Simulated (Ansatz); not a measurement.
An Ansatz (a first-principles code) run: Ca(OH)2 with a change (pressure 0.7 GPa); PBEsol (Ansatz), without spin-orbit coupling.

Input:

Ansatz 0.2 input:
```yaml
crystal:
  lattice:
    - [3.5552715681, 0, 0]
    - [-1.777635784, 3.0789554953, 0]
    - [0, 0, 4.7439100846]
  atoms:
    - { symbol: Ca, position: [0, 0, 0] }
    - { symbol: H, position: [0.6666666667, 0.3333333333, 0.554341248] }
    - { symbol: H, position: [0.3333333333, 0.6666666667, 0.445658752] }
    - { symbol: O, position: [0.6666666667, 0.3333333333, 0.7599208291] }
    - { symbol: O, position: [0.3333333333, 0.6666666667, 0.2400791709] }
basis: { ecutwfc: 420, ecutrho_ratio: 4, xc_grid: 2, fft_grid_basis: typed }
kpoints: { mp_grid: { grid: [11, 11, 7] } }
hamiltonian:
  xc: pbesol
  dispersion: none
  pseudopotentials: { kind: paw }
scf: { occupations: { method: fermi_dirac, width: 0.05 } }
relax: { f_tol: 0.01, max_steps: 60, cell: { stress_tol: 0.02, p_target: 0.7 } }
output: { forces: true, stress: true }
checkpoint: { write: state.ck, write_every: 1000 }
```

Output (explanatory and most iteration lines left out):

```
Relaxation: its limit of steps is 60 (relax.max_steps)
Pseudopotential: Ca, paw, valence charge 10
Pseudopotential: H, paw, valence charge 1
Pseudopotential: O, paw, valence charge 6
Crystal: 5 atoms, lattice volume = 51.929 Å³
Basis set: ecut = 420 eV, 981 PW (Γ), exchange–correlation on 48×48×64 points (8 copies of the dense FFT grid, shifted against one another)
Bands: 17, of which v1, the nominal top of the filled ones, is band 12 counted from 1 (11 counted from 0)
Symmetry: 12 space group operations
Space group: P-3m1 (ITA 164), of the structure as read, at distance tolerance 3.7e-5 Å
k-points: 94 of 847
Functional: x = pbesol(κ = 0.804, μ = 0.12345679012345678), c = pbesol(β = 0.046)
SCF iter   1: F=—  HF=-2951.281296 eV  |F-HF|=—  |Δ(HF+E_count)|=         —  Δρ=1.09e-2  dr2=4.79e-2  ethr=1.77e-3  ⟨swp⟩=7.5  Hψ=10465  notcnv=0
SCF iter   2: F=—  HF=-2951.268984 eV  |F-HF|=—  |Δ(HF+E_count)|=   1.23e-2  Δρ=5.84e-3  dr2=1.21e-2  ethr=2.00e-4  ⟨swp⟩=2.0  Hψ=3411  notcnv=0  defer=94
SCF 1 converged in 7 iterations: F = -2951.265381 eV  dr2 = 3.73e-9
relax step   1: F+E_penalty+E_count = -2951.26538124 eV  Δ(F+E_penalty+E_count) = +0.000e0 eV  max|allowed force component| = 2.819e-3 eV/Å  Δτ_max = 0.0000 Å  P = +0.297 GPa  Ω = 51.929 Å³  (7 SCF iters, dr2 threshold 1.00e-7 eV, accepted)
[... steps on the carried basis left out ...]
relax step   9: F+E_penalty+E_count = -2951.26374093 eV  Δ(F+E_penalty+E_count) = +2.513e-4 eV  max|allowed force component| = 3.517e-4 eV/Å  Δτ_max = 0.0000 Å  P = +0.694 GPa  Ω = 51.393 Å³  stress off target by 8.87e-3 GPa  SCF on the basis re-selected at this cell (its energy is not comparable with the rows above)  (6 SCF iters)
SCF converged after 6 iterations
Free energy (F): -2951.263741 eV
Internal energy: -2951.263741 eV  (E = F + TS)
E sigma→0 (E₀):  -2951.263741 eV
Fermi energy:    5.568255 eV
--- Forces (eV/Å), atoms counted from 1 ---
  atom   1  Ca     0.00000000     0.00000000     0.00000000
  atom   2  H     -0.00000000    -0.00000000    -0.00035166
  atom   3  H      0.00000000     0.00000000     0.00035166
  atom   4  O     -0.00000000    -0.00000000     0.00001317
  atom   5  O      0.00000000     0.00000000    -0.00001317
--- Stress (GPa, compression-positive) ---
        0.695937       0.000000       0.000000
        0.000000       0.695937       0.000000
        0.000000       0.000000       0.691131
  P = ⅓ Tr σ = 0.6943 GPa (6.943 kbar)
--- Relaxed structure (7 steps of the walk, 6 accepted, 2 SCFs on fresh bases) ---
  cell:  # Å, volume = 51.3933 Å³
    - [3.547994871793304, -2.8808286670434476e-11, -5.463334891708253e-19]
    - [-1.7739974358717032, 3.0726536914843177, -5.463334891861837e-19]
    - [-7.289898673662054e-19, -1.2626474884811479e-18, 4.714222666181721]
  atoms:
    - { symbol: Ca, position: [-3.9749438302230605e-35, -3.7632652372020495e-35, -1.3955543140083238e-35] }
    - { symbol: H, position: [0.6666666666666666, 0.3333333333333333, 0.551512754347325] }
    - { symbol: H, position: [0.3333333333333333, 0.6666666666666665, 0.44848724565267506] }
    - { symbol: O, position: [0.6666666666666666, 0.3333333333333333, 0.7584082210704326] }
    - { symbol: O, position: [0.3333333333333333, 0.6666666666666665, 0.24159177892956754] }
```

Load acts through the strain it causes; cell and atoms are relaxed under it. No phonon test of stability was made. The cell was made from Ca(OH)₂ (space group P-3m1, No. 164; layered) by this change: pressure 0.7 GPa. No dispersion term is included in the PBEsol runs.
